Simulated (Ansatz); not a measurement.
Levels about the gap of amorphous IGZO (In6Ga12Zn6O33) (57 atoms in a cell of 722 Å³, 5.63 g/cm³; zone centre alone, so wide bands show as single levels with stretches between that a denser mesh fills), at the geometry that PBE relaxed, where it gives 0.1 GPa on a denser mesh. The participation number counts the atoms over which a state spreads; weights are charges in smoothed Voronoi cells. The levels come from a single point, so bond lengths are those of that geometry. Method of the levels: PBE, scalar-relativistic without spin-orbit coupling (Ansatz, an electronic-structure program). Sampling: the zone centre alone; Fermi-Dirac width 0.02 eV; no spin polarisation. At PBE the levels at the filled edge of the gap are localised (band-tail or defect states).

The cell was made by melting and quenching with the CHGNet potential and then relaxed with DFT. O atoms were pushed apart under 1.9 Å during the dynamics, to hinder bonds among them. It is the lowest in DFT energy of 2 quenches. It is a model cell: composition and starting density were chosen by hand, and all elements were melted together. No dispersion term was used. Its density started from a set value of 5.59 and ended at 5.63 g/cm³. The simulated quench (nominally 170 K/ps over its main leg) is rapid and tends to freeze in more defects than a deposited or slowly cooled glass has. A cell of this size samples the disorder only roughly. The volume was free in the relaxation, at fixed shape. Stress components on the final sampling reach 3.2 GPa.

```tsv
E - E(highest filled), eV	filling	participation number	largest on	weight O	weight In	weight Ga	weight Zn
-0.47	filled	8.0	O, 3 neighbours	0.91	0.01	0.02	0.06
-0.42	filled	16.1	O, 3 neighbours	0.85	0.03	0.02	0.10
-0.39	filled	16.0	O, 3 neighbours	0.89	0.03	0.02	0.06
-0.37	filled	12.3	O, 4 neighbours	0.87	0.02	0.02	0.10
-0.23	filled	7.2	O, 3 neighbours	0.87	0.01	0.02	0.10
-0.06	filled	12.7	O, 4 neighbours	0.78	0.01	0.02	0.19
0.00	filled	4.6	O, 3 neighbours	0.85	0.01	0.02	0.11
0.87	empty	50.7	In, 5 neighbours	0.52	0.18	0.19	0.10
3.40	empty	22.4	In, 5 neighbours	0.55	0.29	0.11	0.04
3.78	empty	26.2	In, 5 neighbours	0.57	0.28	0.11	0.04
3.82	empty	30.8	In, 5 neighbours	0.57	0.24	0.15	0.04
4.02	empty	23.7	In, 6 neighbours	0.57	0.26	0.13	0.04
4.24	empty	30.7	In, 5 neighbours	0.57	0.19	0.17	0.07
4.41	empty	42.3	Ga, 4 neighbours	0.57	0.09	0.22	0.12
```

Most localised among these is the filled level at +0.00 eV, on a O atom, which has 3 neighbours (Ga 2.00 Å, Zn 2.02 Å, In 2.11 Å).
